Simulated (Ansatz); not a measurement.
# What pressure 2.1 GPa does to Al2O3

Start from Al₂O₃ in the corundum structure (space group R-3c, No. 167; a = 4.8088 Å, c = 13.1238 Å (hexagonal axes)).

It is then changed as follows: a hydrostatic pressure of 2.1 GPa.

Level of theory: PBE (Ansatz, a first-principles code; PAW; 420 eV plane waves; no SOC). Settings: 8×8×8 k-points, 0.05 eV Fermi–Dirac smearing.

* **Volume per atom**: 8.68 Å³ (base 8.76 Å³)
* **Density**: 3.90 g/cm³ (base 3.87 g/cm³)
* **Lattice parameter a**: 4.795 Å (base 4.809 Å)
* **c/a ratio**: 2.728 (base 2.729)
* **Shortest interatomic distance**: 1.869 Å (base 1.874 Å)
* **Enthalpy H = E + PV relative to the base's energy**: +0.11 eV/atom
* **Band gap**: 5.96 eV (base 5.85 eV)
* **Gap character**: direct at Γ (base direct at Γ)
* **Electron mass**: 0.39 mₑ along c, 0.37 mₑ across (at Γ) (base 0.38 mₑ along c, 0.36 mₑ across (at Γ))
* **Valence-band top at Γ (three highest levels, from the VBM)**: 0.00, -0.04, -0.04 eV (base 0.00, -0.03, -0.03 eV)

Cost of the whole job for the changed cell (relaxation, final SCF and bands): around 70 core-seconds (rough).

Load acts through the strain it causes; cell and atoms are relaxed under it. Effective masses come from finite differences of ±0.01 Å⁻¹. No phonon test of stability was made.
